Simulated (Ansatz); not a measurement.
The parent structure is TaN (space group P-62m, No. 189; a = 5.200 Å, c = 2.909 Å).

The other end (x = 1) is TaBi (space group P-62m, No. 189; a hypothetical phase, not in the database extracts checked): 26.94 Å³/atom, gap zero; this end may not be an ambient phase.

Level of theory: DFT with r2SCAN, PAW potentials and a 500 eV plane-wave cutoff in Ansatz (a program for electronic structure), no SOC, earlier PAW set.

Bi replaces a fraction x of N; each row is one arrangement (x, atoms in the cell, starting space group or random), fully relaxed.

One change was made to it. Results:

The band gap stays zero; the deviation of the volume from the linear (Vegard-type) interpolation amounts to -9.0 %.

Task: What was done to the base?
A) x(Bi) = 0.333, 6 atoms, Amm2
B) x(Bi) = 0.5, 12 atoms, Pm
C) x(Bi) = 0.167, 12 atoms, Imm2

Result: A, x(Bi) = 0.333, 6 atoms, Amm2. For comparison, the deviation of the volume from the linear in the other runs: x(Bi) = 0.5, 12 atoms, Pm gives -3.8 %; x(Bi) = 0.167, 12 atoms, Imm2 gives -3.7 %.

Each cell is one ordered arrangement of few atoms, which overstates ordering effects compared with a random alloy. No phonon test of stability was made. All final runs are without spin polarisation. Under x(Bi) = 0.5, 12 atoms, Pm the cell changed shape so far that it is another structure.
